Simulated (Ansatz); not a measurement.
Worked example: zone-centre phonon calculation of CdHgSe2 (P-4m2, 4 atoms in the cell) in Ansatz (an electronic-structure program).

Level of theory: LDA (PW92), default PAW files made with PBE (plane waves; Ansatz).

```xyz
4
Lattice="4.3424 0.0000 0.0000 0.0000 4.3424 0.0000 0.0000 0.0000 6.1284" Properties=species:S:1:pos:R:3 pbc="T T T"
Cd     2.1712     2.1712     3.0642
Hg     0.0000     0.0000     0.0000
Se     0.0000     2.1712     1.5506
Se     2.1712     0.0000     4.5779
```

Reference input (self-consistent single point, DFT, LDA (PW92), plane waves, default PAW files made with PBE): basis.ecutwfc = 420 eV; kpoints.mp_grid.grid = 8 8 6; hamiltonian.xc = lda; hamiltonian.pseudopotentials = {kind: paw} (the program's default PAW files); scf.occupations.method = gaussian; scf.occupations.width = 0.1 eV. This run's input differs from it in these lines:

```diff
@@ -20,6 +20,5 @@
   occupations: { method: gaussian, width: 0.1 }
-output:
-  forces: true
-  eigenvalues: true
-  stress: true
+  convergence: { dr2_threshold: 1.0e-11 eV }
+phonons:
+  method: dfpt
```

Output (repeated stretches shortened):

```
SCF iter   1: F=—  HF=-32408.243728 eV  |F-HF|=—  |Δ(HF+E_count)|=         —  Δρ=6.14e-3  dr2=3.55e-2  ethr=1.77e-3  ⟨swp⟩=6.5  Hψ=16112  notcnv=0  defer=25
all-band conjugate gradients solve this SCF's bands
preconditioner: auto → Resta (q_TF=auto, 2.521 Å⁻¹)
SCF iter   2: F=—  HF=-32408.234973 eV  |F-HF|=—  |Δ(HF+E_count)|=   8.75e-3  Δρ=2.83e-3  dr2=8.04e-3  ethr=4.92e-5  ⟨swp⟩=2.3  Hψ=7264  notcnv=0  defer=45
   [... lines left out ...]
SCF iter   8: F=—  HF=-32408.233317 eV  |F-HF|=—  |Δ(HF+E_count)|=   2.07e-9  Δρ=2.02e-6  dr2=4.49e-9  ethr=3.78e-11  ⟨swp⟩=2.0  Hψ=7518  notcnv=0  defer=45
SCF iter   9: F=—  HF=-32408.233317 eV  |F-HF|=—  |Δ(HF+E_count)|=  9.75e-10  Δρ=4.15e-7  dr2=2.85e-10  ethr=6.24e-12  ⟨swp⟩=2.0  Hψ=6916  notcnv=0  defer=45
SCF iter  10: F=—  HF=-32408.233317 eV  |F-HF|=—  |Δ(HF+E_count)|=  2.66e-10  Δρ=1.03e-7  dr2=2.73e-11  ethr=1.00e-12  ⟨swp⟩=1.9  Hψ=4243  notcnv=0  defer=45
SCF iter  11: F=-32408.233317 eV  HF=-32408.233317 eV  |F-HF|=1.09e-11  |Δ(HF+E_count)|=  1.82e-11  Δρ=1.99e-8  dr2=7.05e-13  ethr=1.00e-12  ⟨swp⟩=9.6  Hψ=20006  notcnv=0
SCF 1 converged in 11 iterations: F = -32408.233317 eV  dr2 = 7.05e-13
DFPT response loops at Γ: preconditioner auto → none (partly filled bands, converged f_vac=0.196); β = 0.50; Broyden in place of MSR1
Free energy (F): -32408.233317 eV
Internal energy: -32408.232746 eV  (E = F + TS)
E sigma→0 (E₀):  -32408.233032 eV
Entropy (-TS):   -0.000571 eV (-0.143 meV/atom)
Fermi energy:    7.481301 eV
--- Phonons (Γ-DFPT): 7 representative perturbations + reference, on 100 of 384 k-points (Σ response iterations 40) ---
  k mesh reduced under 4 symmetry operations, with k and −k counted as one. Each operation leaves every solved displacement unchanged or reverses it
  ASR residual: 7.210e-6 → 0.000e0 eV/Å²; symmetrization residual: 2.210e-6 eV/Å²
  ASR residual per site (eV/Å²): 7.21e-6 3.72e-6 4.04e-6 4.04e-6
  Γ frequencies (cm⁻¹): 0.00 0.00 0.00 33.98 33.98 105.68 136.37 136.37 146.84 162.92 170.81 170.81
  non-analytic LO–TO correction: not included (Born effective charges unavailable; polar crystals: no LO–TO splitting at Γ)
```

The run converged in 11 iterations. 

Summary of the result:
- Free energy E − TS (on the zero of these files) = -32408.2333 eV
- Fermi level (on the code's own zero) = 7.48 eV
- Zone-centre frequencies (cm⁻¹; negative means imaginary) = 0, 0, 0, 34, 34, 106, 136, 136, 147, 163, 171, 171

The starting cell comes from a database of computed structures (which also holds hypothetical and non-ambient phases and stackings), without a prior relaxation at this level. Its lattice was rescaled by up to half a per cent.

Cost on one core of a shared machine: roughly 6 min.

Keys are those of Ansatz 0.2.
